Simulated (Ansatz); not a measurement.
Consider a 20-atom supercell of LiNbO₃ (space group R3c, No. 161; a = 5.134 Å, c = 13.827 Å (hexagonal axes)) at its relaxed geometry.

Level of theory: plane-wave PAW DFT at the PBEsol level (Ansatz, a program for electronic structure, 420 eV), without spin-orbit coupling, earlier PAW set.

The change: a neutral Si on a Nb site, atoms relaxed at fixed cell, starting from a slightly rattled geometry.

What happens to the largest displacement of a host atom from its site in the perfect cell and total moment of the cell?

The largest displacement of a host atom from its site in the perfect cell comes out as 0.31 Å; the total moment of the cell is 1.0 μB.

Other magnetic orders, which the real material may have, were not ruled out. The cell is small, so the values are those of an ordered compound at a high defect concentration; dilute-limit values will differ. The defect cell is spin-polarised and ends with 1.0 μB.
